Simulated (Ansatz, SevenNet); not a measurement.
**Formation enthalpy of fluorite AuAl₂ at several levels of theory**

No measured value is used here.

```
level (code)           value (eV/atom)
---------------------  ---------------
SevenNet-0                      -0.449
LDA (Ansatz)                    -0.498
PBE (Ansatz)                (withheld)
PBE-D4 (Ansatz)                 -0.385
r²SCAN (Ansatz)                 -0.483
r²SCAN-D4 (Ansatz)          (withheld)
r²SCAN+rVV10 (Ansatz)           -0.457
r²SCANh (Ansatz)                -0.505
```

**Question.** Complete the blanks.

**Answer.** 
- PBE (Ansatz, a first-principles code), value (eV/atom): -0.434
- r²SCAN-D4 (Ansatz), value (eV/atom): -0.466

Density-functional levels without +SOC have no spin–orbit coupling, which shifts binding energies of heavy elements. Each level is taken at its own relaxed cell. Cutoffs and k meshes differ between the levels. Ansatz's density-functional and Hartree–Fock values are scalar-relativistic unless marked +SOC, with PAW data made under PBE.

Machine-learned potentials (SevenNet-0) are trained on DFT data: a solid inside that data is no test of them.
